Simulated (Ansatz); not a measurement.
The starting structures come from a database of crystals and need not be the phases stable at ambient conditions.

 Where the default PAW files enter, the runs use the earlier of Ansatz's two default sets.

Evanescent states of K$_{2}$HfF$_{6}$ (Fm-3m, not sure to be the ambient phase, 9 atoms a cell, 18.7 Å³ an atom) along the normal of (111)

Calculation: PBEsol (plane waves, PAW; Ansatz, a program for electronic structure).

The gap is the functional's own. No spin-orbit coupling. Mid-gap values are interpolated on the energy grid.

Energies count from the valence-band top; κ is the least over a 6×6 mesh across the current.

```json
[
 {"E (eV)": "0.15", "κ (1/Å)": "0.299", "where": "Γ"},
 {"E (eV)": "0.47", "κ (1/Å)": "0.401", "where": "Γ"},
 {"E (eV)": "0.78", "κ (1/Å)": "0.463", "where": "Γ"},
 {"E (eV)": "1.08", "κ (1/Å)": "0.505", "where": "Γ"},
 {"E (eV)": "1.40", "κ (1/Å)": "0.534", "where": "Γ"},
 {"E (eV)": "1.71", "κ (1/Å)": "…", "where": "Γ"},
 {"E (eV)": "2.02", "κ (1/Å)": "…", "where": "Γ"},
 {"E (eV)": "2.33", "κ (1/Å)": "…", "where": "Γ"},
 {"E (eV)": "2.63", "κ (1/Å)": "…", "where": "Γ"},
 {"E (eV)": "2.94", "κ (1/Å)": "…", "where": "Γ"},
 {"E (eV)": "3.25", "κ (1/Å)": "…", "where": "Γ"},
 {"E (eV)": "3.56", "κ (1/Å)": "…", "where": "Γ"},
 {"E (eV)": "3.88", "κ (1/Å)": "…", "where": "Γ"},
 {"E (eV)": "4.18", "κ (1/Å)": "…", "where": "Γ"},
 {"E (eV)": "4.50", "κ (1/Å)": "…", "where": "Γ"},
 {"E (eV)": "4.80", "κ (1/Å)": "…", "where": "Γ"},
 {"E (eV)": "5.12", "κ (1/Å)": "…", "where": "Γ"},
 {"E (eV)": "5.42", "κ (1/Å)": "0.423", "where": "Γ"},
 {"E (eV)": "5.74", "κ (1/Å)": "0.381", "where": "Γ"},
 {"E (eV)": "6.04", "κ (1/Å)": "0.328", "where": "Γ"},
 {"E (eV)": "6.36", "κ (1/Å)": "0.258", "where": "Γ"},
 {"E (eV)": "6.67", "κ (1/Å)": "0.151", "where": "Γ"}
]
```

Complete the blanks.


- 1.71, κ (1/Å): 0.554
- 2.02, κ (1/Å): 0.567
- 2.33, κ (1/Å): 0.574
- 2.63, κ (1/Å): 0.577
- 2.94, κ (1/Å): 0.576
- 3.25, κ (1/Å): 0.570
- 3.56, κ (1/Å): 0.561
- 3.88, κ (1/Å): 0.549
- 4.18, κ (1/Å): 0.532
- 4.50, κ (1/Å): 0.512
- 4.80, κ (1/Å): 0.488
- 5.12, κ (1/Å): 0.458
